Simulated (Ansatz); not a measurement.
Worked calculations on one periodic cell of amorphous Si16B10O47: Si16B10O47, 73 atoms, volume 1084.7 Å³, made by a melt-quench on the CHGNet potential and relaxed with DFT. O atoms were pushed apart under 1.9 Å during the dynamics, to hinder bonds among them. It is a model cell: composition and starting density were chosen by hand, and all elements were melted together. Cycles of charging were run to anneal it. All values below come from PBE, scalar-relativistic without spin-orbit coupling (plane waves to 420 eV, PAW; Ansatz, a first-principles code). Sampling: a 2×2×2 Γ-centred mesh; Fermi-Dirac width 0.02 eV; no spin polarisation. Its volume was relaxed, its shape was free, and it stands at a mean pressure of 0.0 GPa with stress components up to 0.1 GPa; the relaxation ran on the zone centre alone. Its density went from a set 2.17 to 2.00 g/cm³. The cell is small and was quenched far faster than a real film, so it is one sample of the glass.

### Question
Count formal charges (Si +4, B +3, O -2). What does the count lead one to expect at the Fermi level, and what does the calculation give?

### Answer
16 × (+4) + 10 × (+3) + 47 × (-2) = 0. The charges balance, so the anion-derived valence states can be full and a gap can open. On this mesh the highest filled and lowest empty level lie 5.35 eV apart, the PBE gap of this cell.

Four energies for an added electron at PBE on the zone centre alone (charged cells in a uniform background, spin-polarised): neutral at the neutral geometry -38472.118 eV; charged at the neutral geometry -38466.358 eV; charged and relaxed -38466.399 eV; neutral at the charged geometry -38472.058 eV.

### Question
Find the two relaxation energies and their sum, the reorganisation energy.

### Answer
On charging: -38466.358 − (-38466.399) = 0.041 eV. On discharging: -38472.058 − (-38472.118) = 0.060 eV. The sum is 0.101 eV. The carrier's level spreads over 49 of the 73 atoms' worth, more than a fifth of the atoms or a third of the atoms of its main element (six at least), and the sum is small, so it counts as a band carrier, whose relaxation energy shrinks as the cell grows. PBE's self-interaction favours spread-out carriers, so a hybrid can localise more.
